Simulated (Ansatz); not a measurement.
Start from Ti$_{3}$Al (space group P6_3/mmc, No. 194; a = 5.755 Å, c = 4.655 Å). Axes: x lies along a and z along c of the hexagonal cell.

All numbers come from Kohn–Sham DFT with the PBE functional, run in Ansatz (a quantum-chemistry and plane-wave program) with PAW and 420 eV plane waves, without spin-orbit coupling, earlier PAW set.

The change: the cell is scaled by 0.9713 in all directions; the atoms relax in the strained cell.

### Question
Predict the stress tensor and what it implies for the stiffness.

### Answer
Stress of the strained cell less that of the base (GPa, compression positive):
```
   11.5     0.0     0.0
    0.0    11.5     0.0
    0.0     0.0    12.3
```

Then B = −ΔP/(ΔV/V₀) with ΔV/V₀ = -0.0837 gives secant stiffness values (nonlinear terms included at this strain): B (at held cell shape, above the free-shape value) ≈ 141 GPa.

As a check, the harmonic strain energy −½ V₀ Δσ:ε is 53 meV/atom; the computed energy rise is 48 meV/atom.

Whether these cells are dynamically stable was not tested. All final runs are without spin polarisation.
